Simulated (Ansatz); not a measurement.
The reference is a 12-atom supercell of K in the bcc (W type) structure (space group Im-3m, No. 229; a = 5.212 Å) at its relaxed geometry.

The values are results of DFT with PBEsol, PAW potentials and a 420 eV plane-wave cutoff in Ansatz (an electronic-structure program), no spin-orbit coupling, not measurements.

One neutral defect a cell, atoms relaxed at fixed cell.

One change was made to it. Results:

```json
[
 {"quantity": "largest displacement of a host atom from its site in the perfect cell", "base": "–", "after": "0.06 Å"},
 {"quantity": "pressure", "base": "0.0 GPa", "after": "0.1 GPa"}
]
```

Problem. Which change produced these results?
(A) H interstitial (started 2.63 Å from the nearest host atom)
(B) Rb on a K site
(C) Li interstitial (started 2.63 Å from the nearest host atom), symmetric start

Solution. B, Rb on a K site. For comparison, the largest displacement of a host atom from its site in the perfect cell in the other runs: H interstitial (started 2.63 Å from the nearest host atom) gives 0.52 Å; Li interstitial (started 2.63 Å from the nearest host atom), symmetric start gives 1.77 Å.

The cell is small, so the values are those of an ordered compound at a high defect concentration; dilute-limit values will differ. Defects with a symmetric start kept the site's symmetry and may sit on a saddle; the others started slightly shaken. All final runs are without spin polarisation.
